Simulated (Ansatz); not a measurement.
# Y₂Hf₂O₇ (C2/m, No. 12, 11 atoms in the cell; start mp-1101177)

Method: PBEsol+SOC (Ansatz, a program for electronic structure, PAW).

Settings: plane-wave cutoff 520 eV, 6×6×6 k mesh, Fermi–Dirac smearing 0.01 eV, PAW data made under PBE.

Cell (relaxed with PBEsol):

Hf2Y2O7 has the monoclinic space group C2/m (No. 12), Pearson symbol mS22. Cell: a = 6.8575 Å, b = 9.4205 Å, c = 5.5167 Å, α = γ = 90.00°, β = 99.86°. Y on 4g sees 2 O at 2.185 Å and 4 O at 2.306–2.328 Å. Hf on 4i is coordinated by 4 O at 1.940–2.034 Å and 1 O at 2.294 Å (trigonal bipyramidal). O1 on 8j has 1 Hf at 1.960 Å and 1 Y at 2.185 Å and 1 Y at 2.306 Å (trigonal planar). O2 on 4i has 1 Hf at 2.034 Å and 1 Hf at 2.294 Å and 2 Y at 2.328 Å. O3 on 2c sees 2 Hf at 1.940 Å (linear). (Neighbours: up to the widest gap in distance over summed covalent radii, below 1.35, at either atom; cation-cation and far metal-metal contacts left out.)
(The calculation used a cell of 11 atoms; values per cell refer to that cell.)

```yaml
band_gap: 4.33 eV (indirect)
smallest_direct_gap_on_the_k_points_sampled: 4.47 eV
```

Note: cell and atoms aren't relaxed at this level.

Computed values are for the static lattice.

Computing time: roughly 30 core-minutes.

A start named mp-… is a Materials Project structure, which need not be a measured phase.
